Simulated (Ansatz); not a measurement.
**A computed series for TiPd: response to strain**

Take TiPd in the CsCl type structure (space group Pm-3m, No. 221; a = 3.134 Å; relaxed with 0.1 eV smearing) as the base. Axes: x, y, z lie along the cube axes.

Strains are applied to the cell and any free atomic positions relax; under biaxial strain the out-of-plane vector relaxes too.

Level of theory: PBEsol (Ansatz, a quantum-chemistry and plane-wave program), no spin-orbit coupling.

Notes on the quantities. pressure: mean of the normal stresses, compression positive; energy relative to the base: free energy F.

```tsv
case	pressure	volume per atom	energy relative to the base
base	0.0 GPa	15.38 Å³	0 meV/atom
biaxial strain −0.75 %, plane normal [001], relaxed out of plane	-0.6 GPa	15.43 Å³	-0.7 meV/atom
biaxial strain +4.81 %, plane normal [001], relaxed out of plane	1.5 GPa	15.17 Å³	-24 meV/atom
isotropic strain −4.26 %	29.5 GPa	13.50 Å³	+154 meV/atom
isotropic strain −2.59 %	15.9 GPa	14.22 Å³	+54 meV/atom
isotropic strain +2.19 %	-9.5 GPa	16.42 Å³	+33 meV/atom
uniaxial strain ε_zz = +0.94 %	-1.6 GPa	15.53 Å³	+0.6 meV/atom
```

No phonon test of stability was made. The final runs are not spin-polarised. Under biaxial strain −0.75 %, plane normal [001], relaxed out of plane and biaxial strain +4.81 %, plane normal [001], relaxed out of plane the cell ends below the base's energy or with stress of the wrong sign: the atoms slid into a distortion or the cell is elastically unstable, so the base is not a stable minimum at this level.
